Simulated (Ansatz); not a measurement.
Band structure of BaB6 (Pm-3m, 7 atoms in the cell).

```
BaB6
1.0
    4.23065     0.00000     0.00000
    0.00000     4.23065     0.00000
    0.00000     0.00000     4.23065
Ba B
1 6
Direct
  0.00000   0.00000   0.00000
  0.20566   0.50000   0.50000
  0.79434   0.50000   0.50000
  0.50000   0.20566   0.50000
  0.50000   0.79434   0.50000
  0.50000   0.50000   0.20566
  0.50000   0.50000   0.79434
```

Level of theory: LDA (PW92), PAW files made with PBE (plane waves; Ansatz, a quantum-chemistry and plane-wave program).

Settings: kpoints.mp_grid.grid = 10 10 10; hamiltonian.xc = lda; hamiltonian.pseudopotentials = {kind: paw} (an earlier, softer set of the program's PAW files); scf.occupations.method = gaussian; scf.occupations.width = 0.1 eV; kpoints.band_path.npoints = 8.

The starting cell comes from a database of computed structures (which also holds hypothetical and non-ambient phases and stackings), without a prior relaxation at this level. Its lattice was rescaled by a random factor within 2.5 % of one.

Levels in eV from the Fermi level, bands 11 to 18:
```json
[
 {"point": "Γ", "11": "-4.87", "12": "-0.28", "13": "-0.28", "14": "-0.28", "15": "2.68", "16": "2.68", "17": "2.68", "18": "4.03"},
 {"point": "X", "11": "-1.59", "12": "-1.59", "13": "-1.40", "14": "-0.17", "15": "0.03", "16": "3.66", "17": "3.66", "18": "5.36"},
 {"point": "M", "11": "-2.55", "12": "-2.55", "13": "-1.13", "14": "-1.13", "15": "3.81", "16": "3.81", "17": "5.41", "18": "5.42"},
 {"point": "R", "11": "-2.48", "12": "-0.78", "13": "-0.78", "14": "-0.78", "15": "4.78", "16": "7.19", "17": "7.19", "18": "7.19"}
]
```

No band crosses the Fermi level by more than 0.03 eV along this path.

Keys are those of Ansatz 0.2.
